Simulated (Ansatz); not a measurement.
The parent structure is HgSe in the zinc blende structure (space group F-43m, No. 216; a = 6.1333 Å).

Calculations: PBEsol/PAW in Ansatz (an electronic-structure program), without spin-orbit coupling.

Base values:

- Lattice parameter a: 6.133 Å
- Band gap: zero

One thing is altered: hydrostatic tension (pressure −2 GPa).

Question: What does the calculation give for the lattice parameter a and band gap after the change?

Answer: The lattice parameter a rises by 0.0895 Å (6.133 Å → 6.223 Å); the band gap stays zero.

The mesh was chosen for an insulator and is coarse for the gapless case. Spin-orbit coupling, missing from the scalar runs, can matter with Hg. Load acts through the strain it causes; cell and atoms are relaxed under it. No phonon test of stability was made. All final runs are without spin polarisation. The zero or small gap of HgSe can change with the level of theory.
